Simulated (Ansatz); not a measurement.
The reference is TiSi₂ (space group Fddd, No. 70; a = 4.779 Å, b = 8.230 Å, c = 8.521 Å). Axes: x, y, z lie along a, b, c of the conventional cell.

Level of theory: Ansatz (a program for electronic structure), r2SCAN, PAW, cutoff 500 eV, without spin-orbit coupling.

Base values:

| Property | Value |
|---|---|
| Volume per atom | 13.96 Å³ |
| Pressure | 0.0 GPa |

Now apply this change: biaxial strain −0.48 %, plane normal [001], relaxed out of plane (Cartesian); in-plane vectors clamped, the third vector and the atoms free.

Q: What happens to the volume per atom?

A: The volume per atom falls by 0.115 Å³ (13.96 Å³ → 13.85 Å³).

Q: What happens to the energy relative to the base?

A: The energy rises by 0.7 meV/atom.

Q: How does this affect the pressure?

A: The pressure (mean of the normal stresses, compression positive) goes from zero to 1.1 GPa.

Without a gap, meshes like the base's 13×13×13 leave anisotropic stresses uncertain by several tenths of a GPa, and small strain energies with them. Stability against distortions was not tested. The final runs are not spin-polarised.
